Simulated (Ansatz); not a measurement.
Amorphous Si₁₈B₆O₄₅, 69 atoms at 2.29 g/cm³, one PBE-relaxed geometry, zone centre. Methods: PBE, scalar-relativistic without spin-orbit coupling (Ansatz, a first-principles code); r2SCAN, scalar-relativistic without spin-orbit coupling (Ansatz); HSE06, scalar-relativistic without spin-orbit coupling (Ansatz). Plane waves to 420 eV (r2SCAN 500 eV); exact exchange is cut at the cell's faces. All rungs ran without spin polarisation.

The cell was made by melting and quenching with the CHGNet potential and then relaxed with DFT. O atoms were pushed apart under 1.9 Å during the dynamics, to hinder bonds among them. The hot cell started wider than the set density and was brought back towards it in steps. It is the lowest in DFT energy of 2 quenches. It is a model cell: composition and starting density were chosen by hand, and all elements were melted together. No dispersion term was used. Its density started from a set value of 2.29 and ended at 2.29 g/cm³. The simulated quench (nominally 180 K/ps over its main leg) is rapid and tends to freeze in more defects than a deposited or slowly cooled glass has. One small periodic cell is one sample of the glass; other quenches scatter about these values. The volume was held where the preparation left it, at a PBE pressure of 2.7 GPa. Stress components on the final sampling reach 4.1 GPa.

The relaxation ran on the zone centre alone. At PBE the gap is 5.50 eV on a 2×2×2 Γ-centred mesh, and the spacing at the zone centre alone 5.52 eV.

What zone-centre spacing does r2SCAN give, roughly?

6.19 eV (+0.67 eV against PBE).

What zone-centre spacing does HSE06 give, roughly?

7.35 eV (+1.83 eV against PBE).

The highest filled and the lowest empty state spread over these numbers of atoms (participation numbers): PBE: 14.4 and 59.2; r2SCAN: 14.7 and 60.1; HSE06: 14.6 and 59.4.
